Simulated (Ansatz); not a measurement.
The starting structures come from a database of crystals and need not be the phases stable at ambient conditions.

Tunnelling through a barrier is set by its complex band structure: the current falls as exp(−2κd) with the smallest κ.

Data:

```
SrAs2O6
1.0
    5.45107     0.00000     0.00000
    0.00000     8.44981     0.00000
    0.00000     4.22490     2.43925
Sr As O
1 2 6
Direct
  0.00000   0.00000   0.00000
  0.50000   0.66667   0.00000
  0.50000   0.33333   0.00000
  0.30940   0.00000   0.61645
  0.69060   0.00000   0.38355
  0.30940   0.61645   0.76710
  0.69060   0.38355   0.23290
  0.30940   0.38355   0.61645
  0.69060   0.61645   0.38355
```

The cell is taken as given.

Transport runs along the normal of the first two printed cell vectors, the (110) plane of the conventional cell.

The gap is the functional's own. No spin-orbit coupling. Mid-gap values are those at the computed energy nearest the middle.

Problem. Predict the band gap and the smallest decay constant κ at mid-gap from Ansatz (a first-principles code) with r2SCAN.

Solution. Gap 4.37 eV on a 6×12×12 mesh; κ = 0.331 1/Å, at the zone centre.
